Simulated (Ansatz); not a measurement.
SnO under a change: uniaxial stress, 5 GPa tension along x

The parent structure is SnO in the litharge type structure (space group P4/nmm, No. 129; a = 3.7927 Å, c = 4.7644 Å; layered, stacked along the Cartesian z axis). Axes: x, y, z lie along a, b, c of the conventional cell.

The change: uniaxial stress, 5 GPa tension along x; all other stress components relax to zero.

Level of theory: Ansatz (a first-principles code), r2SCAN+rVV10, PAW, cutoff 500 eV, without spin-orbit coupling, earlier PAW set. Settings: 9×9×7 k-points, 0.05 eV Fermi–Dirac smearing.

| quantity | base | changed | shift |
|---|---|---|---|
| volume per atom | 17.13 Å³ | 17.77 Å³ | +0.64 Å³ |
| space group | P4/nmm (No. 129) | Pmmn (No. 59) | – |
| shortest interatomic distance | 2.216 Å | 2.157 Å | -0.0585 Å |
| energy relative to the base (free energy F) | 0 meV/atom | +27 meV/atom | +27 meV/atom |
| band gap | zero | 0.43 eV | – |
| gap character | – | indirect, k = (0, 0.222, 0) in the run's primitive reciprocal basis → S | – |
| strain response (xx, yy, zz) (rough) | – | (+12.47, −9.14, +1.50) % | – |

Final structure:

```
CELL_PARAMETERS angstrom
      4.26555     0.00000     0.00000
      0.00000     3.44596     0.00000
      0.00000     0.00000     4.83583
ATOMIC_POSITIONS crystal
  Sn 0.50000 0.00000 0.23221
  Sn 0.00000 0.50000 0.76779
  O  0.00000 0.00000 0.03631
  O  0.50000 0.50000 0.96369
```

Without a gap, meshes like the base's 9×9×7 leave anisotropic stresses uncertain by several tenths of a GPa, and small strain energies with them. Beyond what the load breaks, stability against distortions was not tested. All final runs are without spin polarisation. A zero or small gap of SnO can be the functional's error rather than a property of the material. Labels are those of the standard path for the cell's own space group.
